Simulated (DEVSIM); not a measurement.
Structure: abrupt Si p-n junction, at 300 K.

```csv
layer (left to right),material,thickness (μm),Nd (cm⁻³),Na (cm⁻³),τn (s),τp (s)
1,Si,11.0,-,8.8e16,9.4e-7,9.4e-7
2,Si,19.0,2.3e16,-,9.4e-7,9.4e-7
```

Left contact: ohmic. Right contact: ohmic. Voltage is applied to the left contact. Recombination: SRH at mid-gap. Mobility is μmin + (μ − μmin)/(1 + (N/Nref)^α).

Constants are typed, rounded textbook-type inputs, not results; the design itself was drawn at random and stands for no fabricated device. Values at 300 K. The table also holds parameters that only a changed run uses.

```csv
parameter,Si
gap (eV),1.124
affinity (eV),4.05
permittivity,11.7
Nc (cm⁻³),2.86e19
Nv (cm⁻³),3.1e19
μn (cm²/Vs),1417
μp (cm²/Vs),470
"μn,min",52
"μp,min",45
"Nref,n",9.7e16
"Nref,p",2.2e17
αn,0.68
αp,0.72
Cn (cm⁶/s),2.8e-31
Cp (cm⁶/s),9.9e-32
```

Model (solved in DEVSIM): 1D drift-diffusion, Boltzmann statistics, complete ionisation; no tunnelling, impact ionisation, image-force lowering or self-heating.

Base results: dark forward voltage at 100 A/cm² (V) 0.810; dark forward voltage at 1 A/cm² (V) 0.659; largest field in the device at zero bias (V/cm) 64000; potential step across the device at zero bias (V) 0.788.

Task: What follows from this one change: doping Na of layer 1 8.8e+16 → 8.8e+17 cm^-3?

Result: dark forward voltage at 100 A/cm² 0.810 → 0.823 V; dark forward voltage at 1 A/cm² 0.659 → 0.673 V; largest field in the device at zero bias 64000 → 82000 V/cm; potential step across the device at zero bias 0.788 → 0.848 V.

Task: What follows from this one change: thickness of layer 1 11 → 6.6 μm?

Result: dark forward voltage at 100 A/cm² 0.810 → 0.799 V; dark forward voltage at 1 A/cm² 0.659 → 0.652 V; largest field in the device at zero bias little changed (64000 V/cm); potential step across the device at zero bias little changed (0.788 V).

Task: What follows from this one change: thickness of layer 2 19 → 57 μm?

Result: dark forward voltage at 100 A/cm² 0.810 → 0.862 V; dark forward voltage at 1 A/cm² 0.659 → 0.667 V; largest field in the device at zero bias little changed (64000 V/cm); potential step across the device at zero bias little changed (0.788 V).

Task: What follows from this one change: constant mobility in place of the doping-dependent one?

Result: dark forward voltage at 100 A/cm² 0.810 → 0.792 V; dark forward voltage at 1 A/cm² 0.659 → 0.649 V; largest field in the device at zero bias little changed (64000 V/cm); potential step across the device at zero bias little changed (0.788 V).
